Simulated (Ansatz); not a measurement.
**SnSb2Te4 (space group R-3m, No. 166)**

Space group R-3m, hexagonal axes (No. 166); a = 4.3257 Å, b = 4.3257 Å, c = 40.7621 Å, α = 90.00°, β = 90.00°, γ = 120.00°

```json
[
 {"atom": "Sn", "site": "3a", "symmetry": "-3m", "x": "0.0000", "y": "0.0000", "z": "0.0000"},
 {"atom": "Sb", "site": "6c", "symmetry": "3m", "x": "0.0000", "y": "0.0000", "z": "0.4274"},
 {"atom": "Te", "site": "6c", "symmetry": "3m", "x": "0.0000", "y": "0.0000", "z": "0.1352"},
 {"atom": "Te", "site": "6c", "symmetry": "3m", "x": "0.0000", "y": "0.0000", "z": "0.2872"}
]
```
(The calculation used a cell of 7 atoms; values per cell refer to that cell.)

The values are results of plane-wave PAW DFT at the PBE-D3(BJ) level (Ansatz, a quantum-chemistry and plane-wave program, 420 eV), spin-orbit coupling left out, not measurements. Settings: 9×9×9 k-points, 0.05 eV Fermi–Dirac smearing.

```json
{
 "volume_per_atom": "31.45 Å³",
 "density": "6.58 g/cm³",
 "band_gap": "zero",
 "total_energy": "-6702.463 eV/atom (σ→0; compares only within this code and set-up)"
}
```

With Sb and Te present, leaving out spin-orbit coupling can change the band edges. Whether these cells are dynamically stable was not tested. The final runs are not spin-polarised. The program warned that a D3 coordination switch lies within reach, so dispersion energies are less smooth here. A zero or small gap of SnSb2Te4 can be the functional's error rather than a property of the material.
